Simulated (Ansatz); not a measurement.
## Several settings converged on ScZn3 (P3m1, 8 atoms in the cell)

```xyz
8
Lattice="5.8362 0.0000 0.0000 -2.9181 5.0543 0.0000 0.0000 0.0000 4.3114" Properties=species:S:1:pos:R:3 pbc="T T T"
Sc     0.0000     3.3695     3.2836
Sc     2.9181     1.6848     1.0779
Zn     2.9181     3.4638     3.2336
Zn     0.0000     1.5904     1.0779
Zn    -1.5407     4.2591     1.0779
Zn     4.4588     0.7952     3.2336
Zn     1.3774     0.7952     3.2336
Zn     1.5407     4.2591     1.0779
```

Base method: PBEsol, default PAW files made with PBE (plane waves; Ansatz, a quantum-chemistry and plane-wave program).

Base settings: basis.ecutwfc = 420 eV; kpoints.mp_grid.grid = 5 5 6; hamiltonian.xc = pbesol; hamiltonian.pseudopotentials = {kind: paw} (the program's default PAW files); scf.occupations.method = fermi_dirac; scf.occupations.width = 0.1 eV.

The count of work is k-points × plane waves × bands × iterations; it is no time. Core times come from one kind of shared machine, to one figure; runs under 30 s give none.

**The k-point mesh**

Only quantities that move along the ladder and can be compared are tabulated.

```tsv
kpoints.mp_grid.grid	free energy less the last step's (meV/atom)	pressure (GPa)	largest difference of a force vector from the last step's (eV/Å)	count of work / last	core time / last (rough)
1 1 2	211.42	2.41	0.301	0.014	–
2 2 2	20.93	-1.06	0.230	0.028	–
2 2 3	-1.43	-0.97	0.214	0.025	–
3 3 4	-7.71	-1.07	0.010	0.062	–
4 4 5	4.49	-0.78	0.007	0.086	–
5 5 6	1.64	-0.84	0.016	0.15	–
7 7 8	-0.54	-0.86	0.002	0.32	0.3
9 9 10	-0.02	-0.85	0.002	0.62	0.6
11 11 12	0.00	-0.85	0.000	1.0	1
```

Coarsest kpoints.mp_grid.grid that holds the pressure within 0.1 GPa of the last step, with all finer ones: 4 4 5, at 0.086 of the last step's count of work; the step before is off by 0.21 GPa.

Coarsest kpoints.mp_grid.grid that holds the free energy within 1 meV/atom of the last step, with all finer ones: 7 7 8, at 0.32 of the last step's count of work and about 0.3 of the last step's time; the step before is off by 1.6 meV/atom.

Coarsest kpoints.mp_grid.grid that holds the forces within 0.02 eV/Å of the last step, with all finer ones: 3 3 4, at 0.062 of the last step's count of work; the step before is off by 0.21 eV/Å.

**The k-point mesh at a smearing width of 0.3 eV**

In this ladder: scf.occupations.width = 0.3 eV.

Only quantities that move along the ladder and can be compared are tabulated.

```csv
kpoints.mp_grid.grid,free energy less the last step's (meV/atom),pressure (GPa),largest difference of a force vector from the last step's (eV/Å),count of work / last,core time / last (rough)
3 3 3,5.39,-0.48,0.014,0.017,–
4 4 4,0.75,-0.29,0.010,0.028,–
4 4 5,0.68,-0.25,0.008,0.030,–
6 6 7,0.09,-0.28,0.000,0.079,–
9 9 10,0.00,-0.28,0.000,0.21,0.2
13 13 15,0.00,-0.28,0.000,0.57,0.6
16 16 18,0.00,-0.28,0.000,1.0,1
```

Coarsest kpoints.mp_grid.grid that holds the forces within 0.005 eV/Å of the last step, with all finer ones: 6 6 7, at 0.079 of the last step's count of work; the step before is off by 0.008 eV/Å.

Coarsest kpoints.mp_grid.grid that holds the pressure within 0.05 GPa of the last step, with all finer ones: 4 4 4, at 0.028 of the last step's count of work; the step before is off by 0.20 GPa.

Coarsest kpoints.mp_grid.grid that holds the free energy within 5 meV/atom of the last step, with all finer ones: 4 4 4, at 0.028 of the last step's count of work; the step before is off by 5.4 meV/atom.

**The width of cold smearing**

In this ladder: kpoints.mp_grid.grid = 8 8 10; scf.occupations.method = cold.

Narrow widths need finer meshes than wide ones, so the last steps can hold mesh noise.

Only quantities that move along the ladder and can be compared are tabulated; pressure and forces are left out, as mesh noise rules them at narrow widths.

```tsv
scf.occupations.width	free energy less the last step's (meV/atom)
1 eV	-3.10
0.5 eV	0.71
0.3 eV	0.12
0.2 eV	-0.20
0.1 eV	0.00
```

Widest scf.occupations.width that holds the free energy within 2 meV/atom of the last step, with all finer ones: 0.5 eV; the step before is off by 3.1 meV/atom.

On the base run: the starting cell comes from a database of computed structures (which also holds hypothetical and non-ambient phases and stackings), without a prior relaxation at this level. Its lattice was rescaled by up to half a per cent. One atom was moved a little off its site on purpose. Ansatz's pressure includes its estimate of the finite-basis (Pulay) stress.

Left out of this page: 2 runs of the series outside the window shown, repeating another row's setting, or not comparable.

Keys are those of Ansatz 0.2.
